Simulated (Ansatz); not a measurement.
The reference is AlN in the wurtzite structure (space group P6_3mc, No. 186; a = 3.107 Å, c = 4.978 Å). Axes: x lies along a and z along c of the hexagonal cell.

Method: Kohn–Sham DFT with the r2SCAN functional, run in Ansatz (a program for electronic structure) with PAW and 500 eV plane waves, no SOC.

Strains are applied to the cell and any free atomic positions relax; under biaxial strain the out-of-plane vector relaxes too.

One change was made to it. Results:

The pressure (mean of the normal stresses, compression positive) is nearly the same (0.01 GPa against 0.02 GPa); the valence-band top at Γ (three highest levels, from the VBM) goes from 0.00, -0.22, -0.22 eV to 0.00, -0.25, -0.28 eV; the band gap falls by 0.04 eV (4.88 eV → 4.84 eV); the shortest interatomic distance shrinks by 0.006 Å, from 1.888 Å to 1.882 Å.

Question: Which change produced these results?
(A) tensor shear ε_yz = −1.36 %
(B) isotropic strain −4.41 %
(C) biaxial strain +0.63 %, plane normal [001], relaxed out of plane

Answer: A, tensor shear ε_yz = −1.36 %. For comparison, the band gap in the other runs: isotropic strain −4.41 % gives 5.78 eV; biaxial strain +0.63 %, plane normal [001], relaxed out of plane gives 4.74 eV.

Whether these cells are dynamically stable was not tested.
